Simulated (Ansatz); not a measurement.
Start from Ag in the fcc (Cu type) structure (space group Fm-3m, No. 225; relaxed with 0.1 eV smearing).

```xyz
1
Lattice="0.0000 2.0269 2.0269 2.0269 0.0000 2.0269 2.0269 2.0269 0.0000" Properties=species:S:1:pos:R:3 pbc="T T T"
Ag     0.0000     0.0000     0.0000
```

Cartesian axes are those of the cell as printed.

Level of theory: DFT with PBEsol, PAW potentials and a 420 eV plane-wave cutoff in Ansatz (a program for electronic structure), no spin-orbit coupling.

It is then changed as follows: a pure shear with ε_xy = ε_yx = 0.0143, atoms relaxed at fixed cell.

**Question.** Predict the stress tensor and what it implies for the stiffness.

**Answer.** Stress of the strained cell less that of the base (GPa, compression positive):
```
    0.2    -1.6     0.0
   -1.6     0.2     0.0
    0.0     0.0     0.0
```

Then −Δσ/γ with γ = 2ε = 0.0286 gives secant stiffness values (nonlinear terms included at this strain): C66 ≈ 55 GPa.

No phonon test of stability was made.
